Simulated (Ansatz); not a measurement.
Formation energies of neutral defects against the elements (graphite for carbon, diatomic gases, S8), in rock-salt LiF (eV), each at one geometry relaxed with PBE and evaluated in Ansatz (a first-principles code) with PBE, r2SCAN. Cell and caveats: 64-site cell; 2×2×2 shifted k-points; charged states image-corrected; no spin–orbit coupling; energies good to tenths of an eV; flagged in the runs: for some of the defects a doubtful potential alignment.

```
defect              PBE  r2SCAN
-----------------  ----  ------
Cl on the F site   3.55    3.35
Tl on the Li site  6.47    6.20
Br on the F site   5.28    5.09
Zn on the Li site  5.48    5.49
O on the F site    4.41    4.38
S on the F site    7.44    7.35
```

PBE less r2SCAN: over the 6 rows with both numbers (drawn at random from the settled rows of this host; unsettled states are left out), mean 0.13 eV, median 0.14 eV, mean size 0.13 eV, from -0.01 to 0.26 eV.
